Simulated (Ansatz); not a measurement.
Cells marked so need not be the phases stable at ambient conditions, and some may be hypothetical.

 Where the default PAW files enter, the runs use the earlier of Ansatz's two default sets.

The gap is the functional's own, uncorrected, and κ follows it; spin-orbit coupling is left out. Mid-gap values are interpolated between the computed energies.

A. Ca(BC)₂ (I4/mcm, not sure to be the ambient phase, 10 atoms a cell, 10.6 Å³ an atom), along the normal of (100)
B. Sr2H3NO6 (P-62m, not sure to be the ambient phase, 12 atoms a cell, 11.7 Å³ an atom, -4 GPa at this level), along the normal of (001)
C. SrWO$_{4}$ (I4_1/a, not sure to be the ambient phase, 12 atoms a cell, 14.7 Å³ an atom, -2 GPa at this level), along the normal of (101)
D. SnF3 (Fm-3m, not sure to be the ambient phase, 8 atoms a cell, 21.0 Å³ an atom, -2 GPa at this level), along the normal of (110)
E. Cs2TlBiF6 (Fm-3m, not sure to be the ambient phase, 10 atoms a cell, 23.3 Å³ an atom), along the normal of (001)

Question: Order them by mid-gap decay constant of the slowest evanescent state (lowest first) at the level r2SCAN (Ansatz, a quantum-chemistry and plane-wave program).

Answer: A (0.15 1/Å), E (0.24 1/Å), D (0.32 1/Å), B (0.48 1/Å), C (0.55 1/Å)
